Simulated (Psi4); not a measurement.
Psi4 1.11, PBE/def2-svp: Si(H)(NEt2)(OH)2 (CCN(CC)[SiH](O)O), 21 atoms. The geometry is a generated start, not checked to be a minimum at this level.

```json
{
 "task": "energy",
 "method": "pbe",
 "basis": "def2-svp",
 "memory": "3 GB",
 "maxiter": "100",
 "keys_of_the_molecule_block": "symmetry c1",
 "scf_type": "df (default)",
 "e_convergence": "1e-06 (default)",
 "d_convergence": "1e-06 (default)",
 "dft_radial_points": "75 (default)",
 "dft_spherical_points": "302 (default)",
 "basis_functions": "181",
 "grid_points": "440831"
}
```

```xyz
21

Si     1.6074    -0.6246    -0.0988
O      2.4513    -0.2716    -1.4344
O      1.8615    -2.2014     0.2347
N     -0.0363    -0.3273    -0.4927
C     -0.3937     0.9014    -1.1686
C     -0.2013     2.1681    -0.3357
C     -1.1102    -1.0520     0.1411
C     -1.5735    -0.4843     1.4847
H      2.1321     0.1573     1.0258
H      3.2781    -0.7197    -1.5822
H      1.4318    -2.5878     0.9884
H     -1.4369     0.8281    -1.4933
H      0.2363     0.9788    -2.0587
H      0.8503     2.2878    -0.0937
H     -0.5321     3.0352    -0.9020
H     -0.7651     2.1208     0.5910
H     -1.9633    -1.0854    -0.5465
H     -0.7709    -2.0799     0.2914
H     -2.2655    -1.1759     1.9605
H     -2.0813     0.4664     1.3495
H     -0.7188    -0.3339     2.1395
```

With the defaults (diis = true, scf_initial_accelerator = adiis, damping_percentage = 0, soscf = false, soscf_start_convergence = 0.01, guess = auto, which took SAD, diis_max_vecs = 10, level_shift = 0, level_shift_cutoff = 0.01) it converges in 10 SCF iterations. One run each on 2 threads, with these changes:
- soscf = true, soscf_start_convergence = 0.001
- level_shift = 0.1, level_shift_cutoff = 0.001
- diis = false, scf_initial_accelerator = none, damping_percentage = 60
- guess = core
- diis_max_vecs = 6
- diis_max_vecs = 20
- guess = sadno
- level_shift = 0.5, level_shift_cutoff = 0.001
- guess = sap

**Question.** Name the settings that don't reach the solution of the defaults.

**Answer.** No convergence: diis = false, scf_initial_accelerator = none, damping_percentage = 60 (the run ends without SCF convergence in 100 iterations). The rest reach the solution of the defaults.

```json
[
 {"setting": "soscf = true, soscf_start_convergence = 0.001", "SCF iterations": "8", "JK calls": "19", "end": "same solution"},
 {"setting": "level_shift = 0.5, level_shift_cutoff = 0.001", "SCF iterations": "9", "JK calls": "10", "end": "same solution"},
 {"setting": "the defaults", "SCF iterations": "10", "JK calls": "11", "end": "same solution"},
 {"setting": "diis_max_vecs = 6", "SCF iterations": "10", "JK calls": "11", "end": "same solution"},
 {"setting": "diis_max_vecs = 20", "SCF iterations": "10", "JK calls": "11", "end": "same solution"},
 {"setting": "level_shift = 0.1, level_shift_cutoff = 0.001", "SCF iterations": "10", "JK calls": "11", "end": "same solution"},
 {"setting": "guess = sadno", "SCF iterations": "10", "JK calls": "10", "end": "same solution"},
 {"setting": "guess = sap", "SCF iterations": "13", "JK calls": "13", "end": "same solution"},
 {"setting": "guess = core", "SCF iterations": "16", "JK calls": "16", "end": "same solution"},
 {"setting": "diis = false, scf_initial_accelerator = none, damping_percentage = 60", "SCF iterations": "100", "JK calls": "101", "end": "no convergence"}
]
```

An SOSCF iteration holds several JK calls; a Hückel guess adds calls on atoms. 1 further run of the study ended by our limits or in an error and is left out.
